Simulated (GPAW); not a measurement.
A self-consistent single point of MnBr2 (P-3m1, 3 atoms in the cell) with GPAW.

Level of theory: LDA (Perdew-Wang 92), GPAW PAW datasets LDA (gpaw-data 1.0.1) (plane waves; GPAW).

```
MnBr2
1.0
    3.90936     0.00000     0.00000
   -1.95468     3.38560     0.00000
    0.00000     0.00000     6.54697
Mn Br
1 2
Direct
  0.00000   0.00000   0.00000
  0.33333   0.66667   0.23213
  0.66667   0.33333   0.76787
```
Moments meant for the start (each program seeds them in its own way; μB, in the order of the atoms Mn Br Br): 4.0 0.0 0.0.

Reference input (self-consistent single point, DFT PBEsol, plane waves, GPAW PAW datasets PBEsol (made by gpaw-setup)): spinpol = true; mode = pw; ecut = 800 eV; xc = PBEsol; kpts = 6 6 3; mesh shift (steps) = 0 0 0; occupations.name = fermi-dirac; occupations.width = 0.05 eV; nbands = -8; convergence.density = 1e-05 e/electron; convergence.bands = -6; symmetry.symmorphic = false. This run's input differs from it in these lines:

```diff
@@ -17,3 +17,3 @@
             mode=PW(800),
-            xc='PBEsol',
+            xc='LDA',
             kpts={'size': (6, 6, 3), 'gamma': True},
```

Its files differ too (potentials: GPAW PAW datasets LDA (gpaw-data 1.0.1)).

Log, with long lists cut:

```
     iter     time        total  log10-change:  magmom
                         energy   eigst   dens
iter:   1 --:--:--   -16.419865   +0.30           +4.0018
iter:   2 --:--:--   -16.544083   -0.79  -1.48    +4.7004
iter:   3 --:--:--   -16.502123   -1.60  -1.49    +4.9754
iter:   4 --:--:--   -16.585259   -1.27  -1.56    +4.9802
iter:   5 --:--:--   -16.550648   -2.87  -2.10    +4.9922
iter:   6 --:--:--   -16.449822   -1.68  -2.10    +4.9444
iter:   7 --:--:--   -16.464191   -2.83  -2.15    +4.9917
iter:   8 --:--:--   -16.465109   -3.96  -2.60    +5.0022
iter:   9 --:--:--   -16.465142c  -4.41  -2.83    +5.0005
iter:  10 --:--:--   -16.464980c  -3.96  -2.93    +5.0004
iter:  11 --:--:--   -16.464878c  -5.46  -3.50    +5.0001
iter:  12 --:--:--   -16.464889c  -4.59  -3.59    +5.0000
iter:  13 --:--:--   -16.464860c  -5.01  -3.64    +5.0000
iter:  14 --:--:--   -16.464856c  -6.99  -3.87    +5.0000
iter:  15 --:--:--   -16.464858c  -5.73  -3.90    +5.0000
iter:  16 --:--:--   -16.464855c  -5.86  -3.93    +5.0000
iter:  17 --:--:--   -16.464854c  -7.60c -4.42    +5.0000
iter:  18 --:--:--   -16.464854c  -8.16c -4.54    +5.0000
iter:  19 --:--:--   -16.464853c  -6.72  -4.65    +5.0000
iter:  20 --:--:--   -16.464853c  -8.02c -5.39c   +5.0000
Converged after 20 iterations.

Dipole moment: (0.000000, 0.000000, 0.000000) |e|*Ang

Total magnetic moment: (0.000000, 0.000000, 4.999999)
Local magnetic moments:
   0 Mn ( 0.000000,  0.000000,  4.296058)
   1 Br ( 0.000000,  0.000000,  0.097657)
   2 Br ( 0.000000,  0.000000,  0.097657)

Energy contributions relative to reference atoms: (reference = -173080.560751)

Kinetic:        +14.978428
Potential:      -13.400119
External:        +0.000000
XC:             -18.147652
Entropy (-ST):   -0.000000
Local:           +0.104490
SIC:             +0.000000
--------------------------
Free energy:    -16.464853
Extrapolated:   -16.464853

Spin contamination: 0.000075 electrons
Showing only first 2 kpts
                      Up                     Down
 Kpt  Band  Eigenvalues  Occupancy  Eigenvalues  Occupancy
   [... lines left out ...]
Fermi level: 2.44391
Gap: 1.271 eV
   [... lines left out ...]
Direct gap: 1.343 eV
Transition at: (s=0->1, k=15, n=16, [0.50, 0.50, 0.00])
Energy (eV): -16.464853

Forces in eV/Ang:
  0 Mn    0.00000   -0.00000    0.00000
  1 Br    0.00000    0.00000   -0.50923
  2 Br   -0.00000   -0.00000    0.50923

Stress tensor:
     0.028196     0.000000     0.000000
     0.000000     0.028196    -0.000000
     0.000000    -0.000000     0.023389
Stress (GPa, Voigt): [ 4.5175  4.5175  3.7474 -0.      0.      0.    ]
```

The run converged in 20 iterations. GPAW prints stress with tension positive. Against the reference run the pressure goes from -2.45 to -4.26 GPa, the largest force goes from 0.348 to 0.509 eV/Å, the gap on the mesh goes from 1.548 to 1.271 eV and the size of the net moment stays at 1.67 μB/atom.

The starting cell comes from a database of computed structures (which also holds hypothetical and non-ambient phases and stackings), without a prior relaxation at this level. Its lattice was rescaled by a random factor within 2.5 % of one. With one magnetic atom in the cell only a parallel order is possible. With a pressure of about -4 GPa the cell is away from its equilibrium volume at this level.

Cost on one core of a shared machine: roughly 60 s.
